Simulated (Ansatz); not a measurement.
Consider GaN in the zinc blende structure (space group F-43m, No. 216; a = 4.498 Å).

Now apply this change: a hydrostatic pressure of 0.7 GPa.

Levels (all Ansatz, an electronic-structure program, PAW): r2SCAN (500 eV, no SOC); HSE06+SOC (420 eV, noncollinear with spin-orbit coupling).

The geometry is relaxed with r2SCAN.

- r2SCAN lowest conduction level above the VBM at special points = Γ 2.19 eV; X 3.78 eV; L 5.25 eV
- r2SCAN valence-band top at Γ = 0.00, 0.00, 0.00 eV

**Question.** What does HSE06+SOC give at this geometry for the lowest conduction level above the VBM at special points and valence-band top at Γ?

**Answer.** The lowest conduction level above the VBM at special points becomes Γ 3.02 eV; X 4.45 eV; L 6.14 eV (r2SCAN: Γ 2.19 eV; X 3.78 eV; L 5.25 eV); the valence-band top at Γ (three highest Kramers pairs, from the VBM) changes from 0.00, 0.00, 0.00 eV to 0.00, 0.00, -0.02 eV. The threefold valence maximum splits by Δso ≈ 21 meV.

Single points use the geometry relaxed with r2SCAN. Their cutoffs differ, which shifts pressures a little. The spin-orbit shifts are approximate. The levels and masses belong to the bands next to the band gap. Load acts through the strain it causes; cell and atoms are relaxed under it. No phonon test of stability was made. This is not the structure that GaN has at room temperature and ambient pressure.
